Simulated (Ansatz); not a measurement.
**Fluorite HfO₂ (high-temperature phase)**

The numbers are results of LDA (Ansatz, a program for electronic structure, plane waves, PAW), not measurements.

Settings: plane-wave cutoff 520 eV, 12×12×12 k mesh, Fermi–Dirac smearing 0.01 eV, scalar-relativistic PAW data made under PBE.

Cell (relaxed at this level):

```yaml
crystal:
  lattice:
    - [0.00000, 2.50042, 2.50042]
    - [2.50042, 0.00000, 2.50042]
    - [2.50042, 2.50042, 0.00000]
  atoms:
    - { symbol: Hf, position: [0.00000, 0.00000, 0.00000] }
    - { symbol: O, position: [0.25000, 0.25000, 0.25000] }
    - { symbol: O, position: [0.75000, 0.75000, 0.75000] }
```

| Property | Value |
|---|---|
| bulk modulus | 283 GPa |
| band gap | 3.67 eV |
| Γ–Γ gap | 4.41 eV |
| pressure derivative B′ of the bulk modulus | 4.2 |

Measured, for comparison: bulk modulus 242 ± 16 GPa (room temperature, no zero-point or thermal correction, nanocrystalline cubic HfO2, second-order Birch-Murnaghan; as tabulated in High-pressure structural stability, equation of state, and thermal expansion …). Computed (rounded) less measured: bulk modulus +17 %.

Note: symmetry holds this phase in the static calculation, where it need not be a minimum; held by symmetry at 0 K, a high-temperature phase can be a saddle point.

Spin–orbit coupling is not included.
